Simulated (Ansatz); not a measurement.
Base system: SrTiO3 in the cubic perovskite structure (space group Pm-3m, No. 221; a = 3.8542 Å). Axes: x, y, z lie along the cube axes.

Level of theory: LDA/PAW in Ansatz (an electronic-structure program), no spin-orbit coupling.

Now apply this change: tensor shear ε_xy = +2.00 % (engineering shear γ = 0.0400); the atoms relax in the strained cell.

### Question
Predict the stress tensor and what it implies for the stiffness.

### Answer
Stress of the strained cell less that of the base (GPa, compression positive):
```
   0.16   -4.78    0.00
  -4.78    0.16    0.00
   0.00    0.00    0.10
```

Then −Δσ/γ with γ = 2ε = 0.0400 gives secant stiffness values (nonlinear terms included at this strain): C66 ≈ 120 GPa.

As a check, the harmonic strain energy −½ V₀ Δσ:ε is 6.8 meV/atom; the computed energy rise is 6.8 meV/atom.

No phonon test of stability was made. The final runs are not spin-polarised. Many cubic perovskites are stable only at high temperature; tilts and polar distortions were not tested.
